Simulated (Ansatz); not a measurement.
An Ansatz (a first-principles code) run: AlRu; PBE, PAW, 420 eV (Ansatz; no SOC).

Input:

Ansatz 0.2 input:
```yaml
crystal:
  lattice:
    - [3.0037015166, 0, 0]
    - [0, 3.0037015166, 0]
    - [0, 0, 3.0037015166]
  atoms:
    - { symbol: Al, position: [0.5, 0.5, 0.5] }
    - { symbol: Ru, position: [0, 0, 0] }
basis: { ecutwfc: 420, ecutrho_ratio: 4, xc_grid: 2, fft_grid_basis: typed }
kpoints: { mp_grid: { grid: [15, 15, 15] } }
hamiltonian:
  xc: pbe
  dispersion: none
  pseudopotentials: { kind: paw }
scf: { occupations: { method: fermi_dirac, width: 0.05 }, convergence: { dr2_threshold: 0.0000000002 } }
output: { forces: true, stress: true }
checkpoint: { write: state.ck, write_every: 1000 }
```

Output:

```
WARN ansatz: RAYON_NUM_THREADS=1 ignored (pool sized by the plan → 1); use --threads N
Pseudopotentials: kind: paw
Pseudopotential: Al, paw, valence charge 3
Pseudopotential: Ru, paw, valence charge 16
Functional definition: PBE
Crystal: 2 atoms, lattice volume = 27.100 Å³
Basis set: ecut = 420 eV, 515 PW (Γ), exchange–correlation on 48×48×48 points (8 copies of the dense FFT grid, shifted against one another)
Bands: 14, of which v1, the nominal top of the filled ones, is band 10 counted from 1 (9 counted from 0)
Symmetry: 48 space group operations
Space group: Pm-3m (ITA 221), of the structure as read, at distance tolerance 3.0e-5 Å
k-points: 120 of 3375
Initial density: superposition of atomic densities (neutral atoms: chi_scale 0, normalization atom), corrected by the library's trained network
Initial wavefunctions: pseudopotential atomic-orbital guess
Eigensolver: davidson
Functional: x = pbe(κ = 0.804, μ = 0.2195149727645171), c = pbe(β = 0.06672455060314922)
SCF iter   1: F=—  HF=-6417.478365 eV  |F-HF|=—  |Δ(HF+E_count)|=         —  Δρ=3.58e-3  dr2=3.36e-3  ethr=1.77e-3  ⟨swp⟩=5.2  Hψ=9010  notcnv=0
all-band conjugate gradients solve this SCF's bands
preconditioner: auto → none
SCF iter   2: F=—  HF=-6417.477899 eV  |F-HF|=—  |Δ(HF+E_count)|=   4.66e-4  Δρ=2.13e-3  dr2=1.38e-3  ethr=1.77e-5  ⟨swp⟩=2.2  Hψ=2999  notcnv=0  defer=1
SCF iter   3: F=—  HF=-6417.477643 eV  |F-HF|=—  |Δ(HF+E_count)|=   2.55e-4  Δρ=2.66e-4  dr2=1.40e-5  ethr=7.28e-6  ⟨swp⟩=2.0  Hψ=2084  notcnv=0  defer=1
SCF iter   4: F=—  HF=-6417.477620 eV  |F-HF|=—  |Δ(HF+E_count)|=   2.33e-5  Δρ=7.86e-5  dr2=6.60e-7  ethr=7.39e-8  ⟨swp⟩=2.1  Hψ=2198  notcnv=0  defer=1
SCF iter   5: F=—  HF=-6417.477620 eV  |F-HF|=—  |Δ(HF+E_count)|=   9.46e-8  Δρ=9.06e-6  dr2=5.44e-9  ethr=3.47e-9  ⟨swp⟩=2.2  Hψ=2788  notcnv=0  defer=1
SCF iter   6: F=-6417.477620 eV  HF=-6417.477620 eV  |F-HF|=4.73e-11  |Δ(HF+E_count)|=  8.73e-11  Δρ=1.88e-6  dr2=1.89e-10  ethr=1.05e-12  ⟨swp⟩=4.1  Hψ=5637  notcnv=0
SCF 1 converged in 6 iterations: F = -6417.477620 eV  dr2 = 1.89e-10
SCF converged after 6 iterations
Free energy (F): -6417.477620 eV
Harris-Foulkes:  -6417.477620 eV  (|F-HF|=4.73e-11)
Internal energy: -6417.465139 eV  (E = F + TS)
E sigma→0 (E₀):  -6417.471379 eV
Entropy (-TS):   -0.012481 eV (-6.241 meV/atom)
Fermi energy:    15.885767 eV
--- Per-component energies (eV) ---
  E_band       = -123.818306
  E_kinetic    = 542.647617
  E_local      = -1809.646099  (includes V_loc(G=0)·N_el)
  E_nonlocal   = 354.548249
  E_hartree    = 642.938157
  E_xc         = -231.997530
  E_vxc        = -270.422945  (∫ρ·V_xc dr)
  E_paw        = -3929.168468  (= ΣΔE_a)
  E_vpaw       = -226.821063  (= ΣTr[D̂ρ^β])
  E_aug_tail   = -0.000170  (compensation charges beyond the density's cutoff)
  E_ewald      = -1986.786894
  E_smearing   = -0.012481  (= −TS)
  E_closure    = -0.000000  (closes the sum)
  Σ components = -6417.477620   (vs F -6417.477620, Δ=0.00e0)
  [band-id]    e_kinetic+e_local+e_nonlocal+2·e_hartree+e_vxc+e_vpaw+e_augmentation_tail = -123.818097   (vs E_band -123.818306, Δ=2.09e-4)
--- Forces (eV/Å), atoms counted from 1 ---
  atom   1  Al     0.00000000     0.00000000    -0.00000000
  atom   2  Ru    -0.00000000     0.00000000    -0.00000000
  max |Σ_I F_I| component: 1.40e-30 eV/Å
--- Stress (GPa, compression-positive) ---
        0.000276       0.000000       0.000000
        0.000000       0.000276       0.000000
        0.000000       0.000000       0.000276
  P = ⅓ Tr σ = 0.0003 GPa (0.003 kbar)
  The stress holds the Pulay correction. Without it, at fixed plane waves, as pw.x and ABINIT print it: P = -0.0663 GPa
  The stress includes an estimate of the error left by incomplete SCF convergence (largest component -0.0006 GPa).
--- Band table ---
  band table: none
```

Whether these cells are dynamically stable was not tested. All final runs are without spin polarisation. The cell is AlRu in the CsCl type structure (space group Pm-3m, No. 221).
